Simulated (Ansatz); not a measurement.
The parent structure is Y in the hcp (Mg type) structure (space group P6_3/mmc, No. 194; a = 3.6523 Å, c = 5.7029 Å; relaxed with 0.1 eV smearing).

Calculations: PBE in Ansatz (plane waves to 420 eV, PAW, no spin-orbit coupling).

Base values:

The pressure is 0.0 GPa and the band gap is zero.

It is then changed as follows: every lattice vector is shortened by 2.50 %, atoms relaxed at fixed cell.

### Question
What does the calculation give for the energy relative to the base after the change?

### Answer
The energy goes up by 25 meV/atom.

### Question
What does the calculation give for the pressure after the change?

### Answer
The pressure (mean of the normal stresses, compression positive) goes from zero to 3.4 GPa.

### Question
Estimate the effect on the band gap.

### Answer
The band gap remains zero.

The cells carry an imposed strain or load. No phonon test of stability was made. All final runs are without spin polarisation.

Ansatz is a quantum-chemistry and plane-wave program.
